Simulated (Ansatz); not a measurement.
Take ZnO (space group P4_2/mnm, No. 136; a = 5.516 Å, c = 3.240 Å; a cell from a computed database, its experimental status unchecked) as the base. Axes: x, y, z lie along a, b, c of the conventional cell.

The change: the cell is stretched by 5.48 % along z with no lateral relaxation; the atoms relax in the strained cell.

Levels (all Ansatz, an electronic-structure program, PAW): PBEsol (420 eV, no spin-orbit coupling); r2SCAN (500 eV, spin-orbit coupling left out); HSE06 (420 eV, spin-orbit coupling left out).

One geometry, relaxed with PBEsol, under each level:

| level | band gap | lowest conduction level above the VBM at special points | pressure |
|---|---|---|---|
| PBEsol | 0.74 eV | Γ 0.74 eV; X 3.17 eV; M 4.19 eV; A 5.48 eV | -7.62 GPa |
| r2SCAN | (withheld) | (withheld) | -7.65 GPa |
| HSE06 | 2.48 eV | Γ 2.48 eV; X 4.95 eV; M 6.11 eV | – |

### Question
Give the withheld r2SCAN results.

### Answer

- r2SCAN, band gap: 1.24 eV
- r2SCAN, lowest conduction level above the VBM at special points: Γ 1.24 eV; X 3.67 eV; M 4.77 eV; A 6.08 eV

Single points use the geometry relaxed with PBEsol. Their cutoffs differ, which shifts pressures a little. Stability against distortions was not tested. This is not the structure that ZnO has at room temperature and ambient pressure.
